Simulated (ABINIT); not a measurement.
Worked example: self-consistent single point of Os (P6_3/mmc, 2 atoms in the cell) in ABINIT.

Level of theory: BLYP, PAW (JTH v2.0 PBE PAW, files made for PBE) (plane waves; ABINIT).

```xyz
2
Lattice="2.6791 0.0000 0.0000 -1.3396 2.3202 0.0000 0.0000 0.0000 4.2207" Properties=species:S:1:pos:R:3 pbc="T T T"
Os     0.0000     1.5468     1.0552
Os     1.3396     0.7734     3.1656
```

Reference input (self-consistent single point, DFT, revPBE, plane waves, PAW (JTH v2.0 PBE PAW, files made for PBE)): pseudos = [Os.GGA_PBE-JTH.xml]; ecut = 40 Ry; pawecutdg = 80 Ry; pawxcdev = 0; ixc = 14; occopt = 6; tsmear = 0.1 eV; ngkpt = 10 10 5; nshiftk = 1; shiftk = 0 0 0; potentials = JTH v2.0 PBE PAW; nband = 13. This run's input differs from it in these lines:

```diff
@@ -19,3 +19,3 @@
 pawxcdev 0
-ixc 14
+ixc -106131
 occopt 6
```

Output, abridged:

```
--- !BeginCycle
solver: {iscf: 17, nstep: 60, nline: 4, wfoptalg: 10, }
tolerances: {tolvrs: 1.00E-11, }
...

     iter   Etot(hartree)      deltaE(h)  residm     nres2
 ETOT  1  -31.312359859147    -3.131E+01 1.831E-01 1.081E+01
 ETOT  2  -31.325147569120    -1.279E-02 1.132E-02 7.554E-01
 ETOT  3  -31.321423215208     3.724E-03 5.435E-03 3.111E-02
 ETOT  4  -31.321533047794    -1.098E-04 1.053E-03 2.880E-03
 ETOT  5  -31.321570069342    -3.702E-05 2.699E-04 1.851E-05
 ETOT  6  -31.321570210980    -1.416E-07 2.134E-04 3.376E-07
 ETOT  7  -31.321570248122    -3.714E-08 9.188E-05 1.999E-08
 ETOT  8  -31.321570248445    -3.229E-10 8.667E-05 8.595E-10
 ETOT  9  -31.321570248458    -1.345E-11 5.679E-05 1.401E-11
 ETOT 10  -31.321570248458     5.187E-13 3.285E-05 7.752E-13
 At SCF step   10       nres2   =  7.75E-13 < tolvrs=  1.00E-11 =>converged.

 Cartesian components of stress tensor (hartree/bohr^3)
  sigma(1 1)= -2.10234292E-03  sigma(3 2)=  0.00000000E+00
  sigma(2 2)= -2.10234292E-03  sigma(3 1)=  0.00000000E+00
  sigma(3 3)= -2.04017671E-03  sigma(2 1)= -9.27944654E-13

 ----iterations are completed or convergence reached----

 reduced coordinates (array xred) for    2 atoms
       0.333333333333      0.666666666667      0.250000000000
       0.666666666667      0.333333333333      0.750000000000
 cartesian forces (eV/Angstrom) at end:
    1     -0.00000000000000    -0.00000000000000    -0.00000000000000
    2      0.00000000000000     0.00000000000000    -0.00000000000000
 frms,max,avg= 1.4585984E-26 2.1878975E-26   0.000E+00  0.000E+00  0.000E+00 e/A
   [... lines left out ...]
 Fermi (or HOMO) energy (hartree) =   0.42251   Average Vxc (hartree)=  -0.48824
   [... lines left out ...]
'-kT*entropy'       : -5.35421365513941E-05
total_energy        : -3.13215705329843E+01
total_energy_eV     : -8.52303278871100E+02
...

-Cartesian components of stress tensor (GPa)         [Pressure=  6.1243E+01 GPa]
- sigma(1 1)= -6.18530536E+01  sigma(3 2)=  0.00000000E+00
- sigma(2 2)= -6.18530537E+01  sigma(3 1)=  0.00000000E+00
- sigma(3 3)= -6.00240611E+01  sigma(2 1)= -2.73010697E-08

 Calculation completed.
```

The run converged in 10 iterations. Against the reference run the pressure goes from 44.83 to 61.24 GPa.

The starting cell comes from a database of computed structures (which also holds hypothetical and non-ambient phases and stackings), without a prior relaxation at this level. Its lattice was rescaled by a random factor within 2.5 % of one. Spin polarisation is off. The potentials were made for another functional than the one used. With a pressure of about 61 GPa the cell is away from its equilibrium volume at this level.

Cost on one core of a shared machine: roughly 40 s.
